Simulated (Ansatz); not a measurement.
## Ansatz run on the (001) slab of Zr2Au (cut from a parent of space group no. 139; 6 atoms in the cell): self-consistent single point

Method: PBEsol, default PAW files made with PBE (plane waves; Ansatz, a quantum-chemistry and plane-wave program).

This input was run:

Ansatz 0.2 input:
```yaml
# AuZr2
crystal:
  lattice:
    - [3.31026200, 0.00000000, 0.00000000]
    - [0.00000000, 3.31026200, 0.00000000]
    - [0.00000000, 0.00000000, 23.57551200]
  atoms:
    - { symbol: Zr, position: [0.50000000, 0.50000000, 0.70308200] }
    - { symbol: Zr, position: [0.00000000, 0.00000000, 0.29691800] }
    - { symbol: Au, position: [0.00000000, 0.00000000, 0.62391900] }
    - { symbol: Zr, position: [0.00000000, 0.00000000, 0.45523900] }
    - { symbol: Zr, position: [0.50000000, 0.50000000, 0.54476100] }
    - { symbol: Au, position: [0.50000000, 0.50000000, 0.37608100] }
basis:
  ecutwfc: 420.0 eV
kpoints:
  mp_grid: { grid: [9, 9, 1] }
hamiltonian:
  xc: pbesol
  pseudopotentials: { kind: paw }
scf:
  occupations: { method: fermi_dirac, width: 0.1 eV }
output:
  forces: true
  eigenvalues: true
  stress: true
```

The program printed (abridged):

```
WARN ansatz: RAYON_NUM_THREADS=1 ignored (pool sized by the plan → 1); use --threads N
Pseudopotentials: kind: paw
Pseudopotential: Zr, paw, valence charge 12
Pseudopotential: Au, paw, valence charge 19
Crystal: 6 atoms, lattice volume = 258.337 Å³
Basis set: ecut = 420 eV, 5119 PW (Γ), exchange–correlation on 48×48×320 points (8 copies of the dense FFT grid, shifted against one another)
Bands: 52, of which v1, the nominal top of the filled ones, is band 43 counted from 1 (42 counted from 0)
Symmetry: 16 space group operations
Space group: P4/nmm (ITA 129), of the structure as read, at distance tolerance 6.4e-5 Å
k-points: 15 of 81
PAW frozen core: Zr, regenerated for the run's functional, and the local potential with it
PAW frozen core: Au, regenerated for the run's functional, and the local potential with it
Initial density: superposition of atomic densities (neutral atoms: chi_scale 0, normalization atom), corrected by the library's trained network
Initial wavefunctions: pseudopotential atomic-orbital guess
Eigensolver: davidson
Functional: x = pbesol(κ = 0.804, μ = 0.12345679012345678), c = pbesol(β = 0.046)
SCF iter   1: F=—  HF=-42528.004727 eV  |F-HF|=—  |Δ(HF+E_count)|=         —  Δρ=3.72e-3  dr2=1.27e-1  ethr=1.77e-3  ⟨swp⟩=7.4  Hψ=2981  notcnv=0
all-band conjugate gradients solve this SCF's bands
preconditioner: auto → LDOS
SCF iter   2: F=—  HF=-42528.007013 eV  |F-HF|=—  |Δ(HF+E_count)|=   2.29e-3  Δρ=1.80e-3  dr2=1.00e-2  ethr=1.48e-4  ⟨swp⟩=2.1  Hψ=1284  notcnv=0
SCF iter   3: F=—  HF=-42528.006060 eV  |F-HF|=—  |Δ(HF+E_count)|=   9.53e-4  Δρ=7.90e-4  dr2=2.50e-3  ethr=1.17e-5  ⟨swp⟩=2.0  Hψ=1267  notcnv=0
SCF iter   4: F=—  HF=-42528.005683 eV  |F-HF|=—  |Δ(HF+E_count)|=   3.77e-4  Δρ=1.76e-4  dr2=8.55e-5  ethr=2.91e-6  ⟨swp⟩=2.1  Hψ=1112  notcnv=0
SCF iter   5: F=—  HF=-42528.005787 eV  |F-HF|=—  |Δ(HF+E_count)|=   1.04e-4  Δρ=7.14e-5  dr2=1.40e-5  ethr=9.94e-8  ⟨swp⟩=2.0  Hψ=1297  notcnv=0
SCF iter   6: F=—  HF=-42528.005793 eV  |F-HF|=—  |Δ(HF+E_count)|=   5.82e-6  Δρ=2.18e-5  dr2=1.10e-6  ethr=1.63e-8  ⟨swp⟩=2.3  Hψ=1200  notcnv=0
SCF iter   7: F=—  HF=-42528.005793 eV  |F-HF|=—  |Δ(HF+E_count)|=   7.86e-7  Δρ=7.69e-6  dr2=2.56e-7  ethr=1.28e-9  ⟨swp⟩=2.1  Hψ=1267  notcnv=0
SCF iter   8: F=-42528.005793 eV  HF=-42528.005793 eV  |F-HF|=1.27e-8  |Δ(HF+E_count)|=   2.15e-8  Δρ=2.37e-6  dr2=3.94e-8  ethr=1.16e-10  ⟨swp⟩=7.1  Hψ=3142  notcnv=0
SCF 1 converged in 8 iterations: F = -42528.005793 eV  dr2 = 3.94e-8
SCF converged after 8 iterations
Free energy (F): -42528.005793 eV
Harris-Foulkes:  -42528.005793 eV  (|F-HF|=1.27e-8)
Internal energy: -42527.716971 eV  (E = F + TS)
E sigma→0 (E₀):  -42527.861382 eV
Entropy (-TS):   -0.288823 eV (-48.137 meV/atom)
Fermi energy:    5.868178 eV
--- Per-component energies (eV) ---
  E_band       = -1783.061488
  E_kinetic    = 2526.631542
  E_local      = -72116.066756  (includes V_loc(G=0)·N_el)
  E_nonlocal   = 476.667937
  E_hartree    = 34841.653223
  E_xc         = -1089.819122
  E_vxc        = -1303.688152  (∫ρ·V_xc dr)
  E_paw        = -30728.512258  (= ΣΔE_a)
  E_vpaw       = -1049.894301  (= ΣTr[D̂ρ^β])
  E_aug_tail   = 0.002833  (compensation charges beyond the density's cutoff)
  E_ewald      = 23560.443791
  E_core_change = 1.281840  (= ΣΔE_core)
  E_smearing   = -0.288823  (= −TS)
  E_closure    = 0.000000  (closes the sum)
  Σ components = -42528.005793   (vs F -42528.005793, Δ=0.00e0)
--- Forces (eV/Å), atoms counted from 1 ---
  atom   1  Zr    -0.00000000     0.00000000    -0.57562603
  atom   2  Zr     0.00000000     0.00000000     0.57562603
  atom   3  Au    -0.00000000     0.00000000     0.05949718
  atom   4  Zr    -0.00000000     0.00000000    -0.15964536
  atom   5  Zr    -0.00000000     0.00000000     0.15964536
  atom   6  Au     0.00000000     0.00000000    -0.05949718
  max |Σ_I F_I| component: 1.04e-16 eV/Å
--- Stress (GPa, compression-positive) ---
       -5.649260       0.000000       0.000000
        0.000000      -5.649260       0.000000
        0.000000       0.000000      -2.993714
  P = ⅓ Tr σ = -4.7641 GPa (-47.641 kbar)
  The stress holds the Pulay correction. Without it, at fixed plane waves, as pw.x and ABINIT print it: P = -4.7762 GPa
--- Band table (eV; the first three rows and the last of 15) ---
  k-point 0: bands = ["-100.2607", "-100.2607", "-51.6178", "-51.6178", "-51.6035", "-51.6035", "-51.6035", "-51.6035", "-43.5527", "-43.5527", "-42.9601", "-42.8490", "-21.7233", "-21.7223", "-21.3093", "-21.3093", "-21.3093", "-21.3093", [...]
  k-point 1: bands = ["-100.2607", "-100.2607", "-51.6176", "-51.6176", "-51.6059", "-51.6059", "-51.6033", "-51.6033", "-43.5492", "-43.5492", "-42.9531", "-42.8486", "-21.7182", "-21.7173", "-21.3539", "-21.3539", "-21.3055", "-21.3055", [...]
  k-point 2: bands = ["-100.2605", "-100.2605", "-51.6170", "-51.6170", "-51.6121", "-51.6121", "-51.6028", "-51.6028", "-43.5401", "-43.5401", "-42.9341", "-42.8487", "-21.7054", "-21.7049", "-21.4653", "-21.4653", "-21.2960", "-21.2960", [...]
  k-point 14: bands = ["-100.2600", "-100.2600", "-51.6218", "-51.6218", "-51.6217", "-51.6217", "-51.6142", "-51.6142", "-43.4943", "-43.4943", "-42.8451", "-42.8417", "-21.6458", "-21.6458", "-21.6247", "-21.6247", "-21.6238", "-21.6238", [...]
```

The run converged in 8 iterations.

The starting cell comes from a database of computed structures (which also holds hypothetical and non-ambient phases and stackings), without a prior relaxation at this level. The slab is cut from that crystal, and its faces are unrelaxed. Its lattice was rescaled by up to half a per cent. Spin-orbit coupling is off.
